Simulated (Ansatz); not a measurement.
**Cu3N, response to strain**

Take Cu3N (space group Pm-3m, No. 221) as the base.

```
CELL_PARAMETERS angstrom
      3.82697     0.00000     0.00000
      0.00000     3.82697     0.00000
      0.00000     0.00000     3.82697
ATOMIC_POSITIONS crystal
  N  0.00000 0.00000 0.00000
  Cu 0.50000 0.00000 0.00000
  Cu 0.00000 0.00000 0.50000
  Cu 0.00000 0.50000 0.00000
```

Cartesian axes are those of the cell as printed.

Strains are applied to the cell and any free atomic positions relax; under biaxial strain the out-of-plane vector relaxes too.

Calculations: Kohn–Sham DFT with the PBE functional, run in Ansatz (an electronic-structure program) with PAW and 420 eV plane waves, no spin-orbit coupling.

Notes on the quantities. energy relative to the base: free energy F.

```csv
variant,gap character,shortest interatomic distance,band gap,energy relative to the base,smallest direct gap
base,"indirect, R → M",1.913 Å,0.22 eV,0 meV/atom,0.75 eV
"biaxial strain +1.18 %, plane normal [001], relaxed out of plane","indirect, A → M",1.903 Å,0.27 eV,+3.1 meV/atom,0.78 eV
"biaxial strain +4.94 %, plane normal [001], relaxed out of plane","indirect, A → M",1.875 Å,0.41 eV,+48 meV/atom,0.87 eV
"biaxial strain +0.87 %, plane normal [110], relaxed out of plane","indirect, T → R",1.913 Å,0.20 eV,+1.0 meV/atom,0.73 eV
isotropic strain +0.76 %,"indirect, R → M",1.928 Å,0.30 eV,+2.6 meV/atom,0.82 eV
isotropic strain +1.54 %,"indirect, R → M",1.943 Å,0.37 eV,+10 meV/atom,0.88 eV
isotropic strain +2.85 %,"indirect, R → M",1.968 Å,0.49 eV,+34 meV/atom,0.98 eV
isotropic strain +4.94 %,"indirect, R → Γ",2.008 Å,0.60 eV,+93 meV/atom,1.13 eV
tensor shear ε_xz = +0.90 %,"indirect, T → R",1.913 Å,0.18 eV,+0.3 meV/atom,0.69 eV
tensor shear ε_xy = −0.59 %,"indirect, T → R",1.913 Å,0.19 eV,+0.1 meV/atom,0.74 eV
```

Whether these cells are dynamically stable was not tested. All final runs are without spin polarisation. A zero or small gap of Cu3N can be the functional's error rather than a property of the material. k-point labels follow each cell's own Brillouin zone.
